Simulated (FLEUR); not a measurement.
Equation of state of hcp Cd (space group 194): energy against volume (FLEUR, LDA)

```yaml
crystal:
  lattice:
    - [2.86410, 0.00000, 0.00000]
    - [-1.43205, 2.48038, 0.00000]
    - [0.00000, 0.00000, 5.40142]
  atoms:
    - { symbol: Cd, position: [0.66667, 0.33333, 0.75000] }
    - { symbol: Cd, position: [0.33333, 0.66667, 0.25000] }
```

Method of the run: FLEUR with LDA (Perdew-Zunger), all-electron FLAPW (FLEUR), scalar-relativistic valence. Settings: Kmax = 4.56 1/bohr; GmaxXC = 13.7 1/bohr; xcFunctional = pz; jspins = 1; l_soc = F; mode = hist; fermiSmearingEnergy = 0.00183747 Htr; mesh (inpgen div1-3) = 23 23 11; inpgen gamma flag = false; Gmax = 13.7 1/bohr; numbands = 0; maxIterBroyd = 15; imix = Anderson; alpha = 0.05; precondParam = 0; minDistance = 1e-05 me/bohr^3. The cell above is the first row's. The rows scale it uniformly. In all rows fractional positions and the k mesh are held. E is the free energy at the stated smearing, counted from the lowest row.

| V (Å^3/atom) | E (meV/atom) |
|---|---|
| 19.186 | ? |
| 19.603 | 2.58 |
| 20.020 | 0.00 |
| 20.437 | 1.50 |
| 20.854 | 6.53 |
| 21.271 | 14.61 |
| 21.689 | 25.30 |
| 22.106 | 38.19 |
| 22.523 | 52.96 |

Taking the third-order Birch-Murnaghan form, a cubic in V^(-2/3) for E over the 8 complete rows: With u = V^(-2/3) - 0.131, the rows have u = 0.006547, 0.004630, 0.002779, 0.000990, -0.000741, -0.002420, -0.004042, -0.005614. Least squares gives E = 10.777 - 4792.4·u + 510687·u² + 4605954·u³. Residuals (row less fit): -0.003, 0.007, -0.002, -0.008, 0.003, 0.000, 0.003, -0.002; standard error 0.006 (degrees of freedom: 4). Its minimum lies at u = 0.004427, so V0 = (0.135427)^(-3/2) = 20.07. There d²E/du² = 1144000 and d³E/du³ = 2.764e7, so B0 = (4/9) × 20.07^(-7/3) × 1144000 × 0.160218 = 74.4 GPa (the last factor turns the table's units into GPa), and B0' = 4 + (2/3) × 0.135427 × (2.764e7)/1144000 = 6.2.

Task: What does the fit predict for E at V = 19.186, and how far is the calculated value from it?

Result: u = 0.008533, so E = 10.777 - 4792.4 × 0.008533 + 510687 × 0.008533² + 4605954 × 0.008533³ = 9.929 meV/atom. The calculation gives 9.85 meV/atom, 0.079 meV/atom below the prediction (0.1 % of the range of E in the table). The row lies outside the fitted rows, so this is an extrapolation. From the scatter of the fitted rows alone, a prediction at this place has a standard error of 0.018 meV/atom, so the miss is 4.5 times that.

Carrying the step between the two nearest rows on in a straight line would have given 5.16, off by 4.69; series whose last step already gives the withheld value aren't shown. The scan was laid around a cell of about the measured size, scaled by a guess for this functional; axis ratios and inner coordinates come from that cell. The runs keep the symmetry of the cell, so they don't test it for distortions. Values depend on the basis (sphere radii, cutoffs, local orbitals), which need not be converged. The shape of the cell and the inner coordinates aren't relaxed, so V0 and B0 belong to this uniform scaling; a relaxed crystal lies no higher in energy and is usually softer. Cutoffs and mesh are single choices, not tested for convergence of this quantity. Series with a scatter that would blur these digits, or in which a gap closes, are not shown. Nor are scans whose minimum lies at an end fitted in this form.

Terms beyond the fitted order, or numerical noise in single rows, can give a miss of this size; the table doesn't tell which.
